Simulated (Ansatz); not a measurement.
# What pressure 15 GPa does to InSb

Start from InSb in the zinc blende structure (space group F-43m, No. 216; a = 6.6351 Å).

Now apply this change: cell and atoms relaxed at a pressure of 15 GPa.

Method: plane-wave PAW DFT at the PBE level (Ansatz, a first-principles code, 420 eV), no spin-orbit coupling. Settings: 12×12×12 k-points, 0.05 eV Fermi–Dirac smearing.

| quantity | base | changed | shift |
|---|---|---|---|
| density | 5.38 g/cm³ | 6.79 g/cm³ | +1.41 g/cm³ |
| lattice parameter a | 6.635 Å | 6.140 Å | -0.4956 Å |
| shortest interatomic distance | 2.873 Å | 2.659 Å | -0.2146 Å |
| enthalpy H = E + PV relative to the base's energy | – | +2.99 eV/atom | – |
| band gap | zero | 0.77 eV | – |
| electron mass | – | 0.044 mₑ (at Γ) | – |
| valley order (the lowest conduction-band minima on the path, energy above the VBM, named in the base's zone) | – | Γ 0.77 eV; L along ⟨111⟩ 0.84 eV; a point along ⟨100⟩, about 0.8 Å⁻¹ from Γ 0.96 eV | – |

With Sb present, leaving out spin-orbit coupling can change the band edges. Load acts through the strain it causes; cell and atoms are relaxed under it. Effective masses come from finite differences of ±0.01 Å⁻¹. Whether these cells are dynamically stable was not tested. Tetrahedral semiconductors of this kind turn to denser phases somewhere between about 1 and 50 GPa; those were not computed, so compressed cells here can lie past the real transition. The final runs are not spin-polarised. The zero or small gap of InSb can change with the level of theory.
